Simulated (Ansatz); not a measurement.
**TiB2: stress against strain**

TiB2 (AlB2 type, P6/mmm, 8.175 Å³/atom at rest, c along z) under an equal strain ε in the (0001) plane with the normal axis free, as in a coherent film. LDA in Ansatz, a plane-wave DFT program (PAW, default set), 420 eV, 13×13×10 Γ-centred mesh, Fermi-Dirac smearing 0.05 eV; ions are relaxed within the symmetry of each cell. Stress is positive for a compressed cell.

Here s stands for strain and y for stress xx.

```
strain (%)  stress xx (GPa)
----------  ---------------
-1.50                 11.42
-1.00                  7.45
-0.50                  3.64
0.00                   0.00
0.50                  -3.50
1.00                  -6.89
1.50                 -10.17
3.00                      ?
```

Fit y of the 7 rows that show it with a straight line. Means: s 0, y 0.279. About the means, the sum of products is -50.295 and the sum of squares of s is 7.0000; the slope is their ratio. Least squares gives y = 0.279 - 7.1850·s. Residuals (row less fit): 0.364, -0.014, -0.231, -0.279, -0.187, 0.016, 0.329; standard error 0.285 (degrees of freedom: 5). The slope gives the biaxial elastic modulus of this plane = 718 ± 11 GPa.

What does the fit predict for y at s = 3.00, and how far is the calculated value from it?

y = 0.279 - 7.1850 × 3.0 = -21.276 GPa. The calculation gives -19.41 GPa, 1.866 GPa above the prediction (6.1 % of the range of y in the table). The row lies outside the fitted rows, so this is an extrapolation. From the scatter of the fitted rows alone, a prediction at this place has a standard error of 0.444 GPa, so the miss is 4.2 times that.

One order more, fitted to all 13 runs of the series, follows each within 0.10, so the miss is the next term of a smooth law. In a metal these values are sensitive to mesh and smearing; energies are taken to zero smearing, stresses follow the free energy. Rows are the converged runs of the series near zero and its far end; series whose fitted rows scatter by over a few per cent of the range, as at a crossing or softening among them, aren't shown in this form. Most that stay on the fit to the last digits aren't either.
